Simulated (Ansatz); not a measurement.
A15 Mo3Si, treated with r²SCAN (plane waves, PAW; Ansatz, a program for electronic structure).

Total energies, extrapolated to zero smearing (they compare only within this program, potentials and cutoff):

| system | energy (eV/atom) |
|---|---|
| A15 Mo3Si, relaxed | -3885.7968 |
| diamond-structure Si | -639.0669 |
| bcc Mo | -4967.5973 |

Q: Work out the formation enthalpy per atom.

A: ΔH_f ≈ ΔE = -3885.7968 − [1 × (-639.0669) + 3 × (-4967.5973)]/4 = -0.332 eV/atom (0 K, no vibrations). The reference value is -0.324 eV/atom (measured, 298 K, copied from a table, unchecked, not corrected to a static lattice; as tabulated in the CRC Handbook), a difference of -0.008 eV/atom.

The PAW data were made under PBE.
